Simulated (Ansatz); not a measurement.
Input:

```
SnO2
1.0
    4.75851     0.00000     0.00000
    0.00000     4.75851     0.00000
    0.00000     0.00000     3.20013
Sn O
2 4
Direct
  0.00000   0.00000   0.00000
  0.50000   0.50000   0.50000
  0.30590   0.30590   0.00000
  0.80590   0.19410   0.50000
  0.19410   0.80590   0.50000
  0.69410   0.69410   0.00000
```

No spin polarisation.

All numbers come from r2SCAN (Ansatz, a program for electronic structure, PAW, no spin-orbit coupling), earlier PAW set. Γ-centred 7×7×10 mesh, Fermi–Dirac width 0.05 eV.

Q: Predict the band gap and electron mass.

A: 
- Band gap = 1.79 eV
- Electron mass = 0.20 mₑ along c, 0.23 mₑ across (at Γ)

Effective masses come from finite differences of ±0.01 Å⁻¹. Stability against distortions was not tested. The cell was made from SnSe2 by this change: Se → O.
